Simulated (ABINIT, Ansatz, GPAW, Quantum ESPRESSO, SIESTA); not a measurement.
## One structure in several programs: Li3YSb2 (P-3m1, 6 atoms in the cell)

Self-consistent single point.

```
Li3YSb2
1.0
    4.53148     0.00000     0.00000
   -2.26574     3.92438     0.00000
    0.00000     0.00000     7.18739
Li Y Sb
3 1 2
Cartesian
  0.00000   2.61625   4.67906
  2.26574   1.30812   2.50833
  0.00000   0.00000   3.59369
  0.00000   0.00000   0.00000
  0.00000   2.61625   1.79146
  2.26574   1.30812   5.39593
```

Shared settings, as Ansatz (a program for electronic structure) writes them: kpoints.mp_grid.grid = 7 7 4; scf.occupations.method = fermi_dirac; scf.occupations.width = 0.136 eV. Potentials and cutoffs stand in the table.

| code | model | pressure (GPa) | largest force (eV/Å) | cutoff |
|---|---|---|---|---|
| ABINIT | PBEsol, norm-conserving pseudopotentials (PseudoDojo nc-sr-04 PBEsol standard) | -1.70 | 0.106 | 40 Ha |
| Quantum ESPRESSO | PBEsol, PseudoDojo standard norm-conserving (PBESOL) pseudopotentials | -1.70 | 0.106 | 80 Ry |
| SIESTA | GGA PBEsol, numerical atomic orbitals DZP, PseudoDojo PBEsol standard norm-conserving potentials (rewritten from UPF to PSML) | -1.59 | 0.137 | grid 400 Ry |
| GPAW | PBEsol, GPAW PAW datasets PBEsol (made by gpaw-setup) | -1.72 | 0.122 | 600 eV |
| Ansatz | PBEsol, PAW files made with PBE | -1.66 | 0.106 | default |

Size of the force on each atom (eV/Å): Sizes of forces hide their directions.

| code | Li1 | Li2 | Li3 | Y4 | Sb5 | Sb6 |
|---|---|---|---|---|---|---|
| ABINIT | 0.007 | 0.007 | 0.000 | 0.000 | 0.106 | 0.106 |
| Quantum ESPRESSO | 0.007 | 0.007 | 0.000 | 0.000 | 0.106 | 0.106 |
| SIESTA | 0.017 | 0.017 | 0.000 | 0.000 | 0.137 | 0.137 |
| GPAW | 0.006 | 0.006 | 0.000 | 0.000 | 0.122 | 0.122 |
| Ansatz | 0.006 | 0.006 | 0.000 | 0.000 | 0.106 | 0.106 |

On Ansatz's run: spin-orbit coupling is off.

The spread over the programs that give each value: pressure within 0.13 GPa; largest force within 0.031 eV/Å.

SIESTA uses small atom-centred bases, whose incompleteness enters pressures, forces and empty levels differently from a plane-wave cutoff. Ansatz's pressure is given at a fixed set of plane waves, as the other plane-wave codes print theirs.

On the base mesh (6 6 3) the same programs gave: Ansatz pressure -1.65 GPa; Quantum ESPRESSO pressure -1.69 GPa; ABINIT pressure -1.69 GPa; GPAW pressure -1.71 GPa; SIESTA pressure -1.57 GPa.

The starting cell comes from a database of computed structures (which also holds hypothetical and non-ambient phases and stackings), without a prior relaxation at this level.

Left out of this page: CP2K (on another mesh).

Keys are those of Ansatz 0.2.
